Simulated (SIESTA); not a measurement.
SIESTA run on CoGa (Pm-3m, 2 atoms in the cell): self-consistent single point

Computed with GGA PBE, numerical atomic orbitals DZP, PseudoDojo PBE standard norm-conserving potentials (rewritten from UPF to PSML) run with SIESTA 5.4.2.

Input:

```
# files in the folder: Ga.psml Co.psml (PseudoDojo PBE standard)
SystemName  CoGa
SystemLabel CoGa

NumberOfAtoms                2
NumberOfSpecies              2
%block ChemicalSpeciesLabel
  1 31 Ga
  2 27 Co
%endblock ChemicalSpeciesLabel
LatticeConstant              1.0 Ang
%block LatticeVectors
     2.880000000    0.000000000    0.000000000
     0.000000000    2.880000000    0.000000000
     0.000000000    0.000000000    2.880000000
%endblock LatticeVectors
AtomicCoordinatesFormat      Bohr
%block AtomicCoordinatesAndAtomicSpecies
     2.721205619    2.721205619    2.721205619  1
     0.000000000    0.000000000    0.000000000  2
%endblock AtomicCoordinatesAndAtomicSpecies

XC.functional                GGA
XC.authors                   PBE
PAO.BasisSize                DZP
PAO.EnergyShift              0.01 Ry
MeshCutoff                   400 Ry
%block kgrid.MonkhorstPack
    8   0   0  0.0
    0   8   0  0.0
    0   0   8  0.0
%endblock kgrid.MonkhorstPack
OccupationFunction           FD
ElectronicTemperature        0.1 eV

MaxSCFIterations             150
SCF.Mixer.Method             Pulay
SCF.Mixer.Weight             0.1
SCF.Mixer.History            8
SCF.DM.Tolerance             1.0E-04
Diag.ParallelOverK           true
WriteForces                  true
```

Log, with long lists cut:

```
reinit: Reading from file input.fdf

reinit: System Name: CoGa
reinit: System Label: CoGa

coor:   Atomic-coordinates input format  =     Cartesian coordinates
coor:                                            (in Bohr units)

siesta: Atomic coordinates (Bohr) and species
siesta:      2.72121   2.72121   2.72121  1        1
siesta:      0.00000   0.00000   0.00000  2        2

siesta: System type = bulk

initatomlists: Number of atoms, orbitals, and projectors:      2    37    36

siesta: ******************** Simulation parameters ****************************
redata: Spin configuration                          = none
redata: Time-Reversal Symmetry                      = T
redata: Number of Atomic Species                    =        2
redata: Mesh Cutoff                                 =   400.0000 Ry
redata: Net charge of the system                    =     0.0000 |e|
redata: Min. number of SCF Iter                     =        0
redata: Max. number of SCF Iter                     =      150
redata: SCF convergence failure will abort job
redata: SCF mix quantity                            = Hamiltonian
redata: Mix DM or H after convergence               =   F
redata: Recompute H after scf cycle                 =   F
redata: Mix DM in first SCF step                    =   T
redata: No kicks to SCF
redata: DM Mixing Weight for Kicks                  =     0.5000
redata: Require Harris convergence for SCF          =   F
redata: Harris energy tolerance for SCF             =     0.000100 eV
redata: Require DM convergence for SCF              =   T
redata: DM tolerance for SCF                        =     0.000100
redata: Require EDM convergence for SCF             =   F
redata: EDM tolerance for SCF                       =     0.001000 eV
redata: Require H convergence for SCF               =   T
redata: Hamiltonian tolerance for SCF               =     0.001000 eV
redata: Require (free) Energy convergence for SCF   =   F
redata: (free) Energy tolerance for SCF             =     0.000100 eV
redata: Using DFT-D3 dispersion                     =   F
redata: Using Saved Data (generic)                  =   F
redata: Method of Calculation                       = Diagonalization
redata: Electronic Temperature                      =  1160.4518 K
redata: Number of TDED substeps                     =        3
redata: Dynamics option                             = Single-point calculation
redata: Save all siesta data in one NC              =   F
redata: ***********************************************************************

%block SCF.Mixers
  Pulay
%endblock SCF.Mixers

%block SCF.Mixer.Pulay
  # Mixing method
  method pulay
  variant stable

  # Mixing options
  weight 0.1000
  weight.linear 0.1000
  history 8
%endblock SCF.Mixer.Pulay

DM_history_depth set to one: no extrapolation allowed by default for geometry relaxation
Size of DM history Fstack: 1
Total number of electrons:    30.000000
Total ionic charge:    30.000000

* ProcessorY, Blocksize:    1  38

* Orbital distribution balance (max,min):    37    37

k-point displ. along   1 input, could be:     0.00    0.50
k-point displ. along   2 input, could be:     0.00    0.50
k-point displ. along   3 input, could be:     0.00    0.50
 Kpoints in:          320 . Kpoints trimmed:          296

siesta: k-grid: Number of k-points = 296
siesta: k-points from Monkhorst-Pack grid
siesta: k-cutoff (effective) =    11.520 Ang
siesta: k-point supercell and displacements
siesta: k-grid:     8     0     0      0.000
siesta: k-grid:     0     8     0      0.000
siesta: k-grid:     0     0     8      0.000

diag: Algorithm                                     = D&C
diag: Parallel over k                               =   F
diag: Use parallel 2D distribution                  =   F
diag: Parallel block-size                           = 38
diag: Parallel distribution                         =     1 x     1
diag: Used triangular part                          = Lower
diag: Absolute tolerance                            =  0.100E-15
diag: Orthogonalization factor                      =  0.100E-05
diag: Memory factor                                 =  1.0000

superc: Internal auxiliary supercell:     7 x     7 x     7  =     343
superc: Number of atoms, orbitals, and projectors:    686  12691  12348

                        Single-point calculation

superc: Internal auxiliary supercell:     7 x     7 x     7  =     343
superc: Number of atoms, orbitals, and projectors:    686  12691  12348

outcell: Unit cell vectors (Ang):
        2.880000    0.000000    0.000000
        0.000000    2.880000    0.000000
        0.000000    0.000000    2.880000

outcell: Cell vector modules (Ang)   :    2.880000    2.880000    2.880000
outcell: Cell angles (23,13,12) (deg):     90.0000     90.0000     90.0000
outcell: Cell volume (Ang**3)        :     23.8879
new_DM -- step:     1
Initializing Density Matrix...

Attempting to read DM from file... Failed...
DM filled with atomic data:

InitMesh: MESH = 36 x 36 x 36 = 46656
InitMesh: Mesh cutoff (required, used) =   400.000   431.839 Ry

stepf: Fermi-Dirac step function

        iscf     Eharris(eV)        E_KS(eV)     FreeEng(eV)     dDmax    Ef(eV) dHmax(eV)
   scf:    1    -6222.291619    -6238.562537    -6238.601460  2.822193 -2.440345 15.581024
   scf:    2    -6245.479199    -6242.789054    -6242.833026  0.584593 -3.405477  6.641082
   scf:    3    -6243.872937    -6243.636408    -6243.678067  0.388863 -4.039525  3.068957
   scf:    4    -6243.889104    -6243.785412    -6243.828072  0.408999 -4.189809  0.327137
   scf:    5    -6243.791044    -6243.789257    -6243.832239  0.008882 -4.161959  0.071669
   scf:    6    -6243.789559    -6243.789421    -6243.832432  0.005196 -4.167549  0.055776
   scf:    7    -6243.789441    -6243.789464    -6243.832513  0.004192 -4.161795  0.006627
   scf:    8    -6243.789471    -6243.789468    -6243.832513  0.000304 -4.162900  0.005089
   scf:    9    -6243.789456    -6243.789462    -6243.832514  0.000372 -4.162661  0.001275
mix: Pulay -- inversion failed, > SVD [rank/size] 4 / 7
   scf:   10    -6243.789464    -6243.789463    -6243.832514  0.000109 -4.162691  0.000113
mix: Pulay -- inversion failed, > SVD [rank/size] 4 / 7
   scf:   11    -6243.789463    -6243.789463    -6243.832514  0.000010 -4.162679  0.000038

SCF Convergence by DM+H criterion
max |DM_out - DM_in|         :     0.0000102341
max |H_out - H_in|      (eV) :     0.0000375297
SCF cycle converged after 11 iterations

Using DM_out to compute the final energy and forces

siesta: E_KS(eV) =            -6243.7895

siesta: E_KS - E_eggbox =     -6243.7895

siesta: Atomic forces (eV/Ang):
     1   -0.000000   -0.000000   -0.000000
     2   -0.000000   -0.000000   -0.000000
   Tot   -0.000000   -0.000000   -0.000000
   Max    0.000000
   Res    0.000000    sqrt( Sum f_i^2 / 3N )
   Max    0.000000    constrained

Stress tensor Voigt[x,y,z,yz,xz,xy] (kbar):       -4.84       -4.84       -4.84        0.00        0.00       -0.00
(Free)E + p*V (eV/cell)    -6243.7603
Target enthalpy (eV/cell)    -6243.8325

siesta: Program's energy decomposition (eV):
siesta: Ebs     =      -850.912863
siesta: Eions   =      7358.180039
siesta: Ena     =       407.530851
siesta: Ekin    =      3562.302867
siesta: Enl     =     -1554.901167
siesta: Eso     =         0.000000
siesta: Edftu   =         0.000000
siesta: DEna    =        33.702519
siesta: DUscf   =         0.906718
siesta: DUext   =         0.000000
siesta: Ex      =     -1269.271451
siesta: Ec      =       -65.879760
siesta: Exc     =     -1335.151211
siesta: Eharris =     -6243.789463
siesta: Etot    =     -6243.789463
siesta: FreeEng =     -6243.832514

siesta: Stress tensor (static) (eV/Ang**3):
siesta:    -0.003022   -0.000000    0.000000
siesta:    -0.000000   -0.003022    0.000000
siesta:     0.000000    0.000000   -0.003022

siesta: Cell volume =         23.887872 Ang**3

siesta: Pressure (static):
siesta:                Solid            Molecule  Units
siesta:           0.00003292          0.00003292  Ry/Bohr**3
siesta:           0.00302234          0.00302234  eV/Ang**3
siesta:           4.84231869          4.84232385  kBar
```

The run converged in 11 iterations.

The starting cell has typed, rounded lattice constants, without a prior relaxation at this level. Spin polarisation is off. Values carry the incompleteness of an atom-centred basis.

Cost on one core of a shared machine: roughly 40 s.
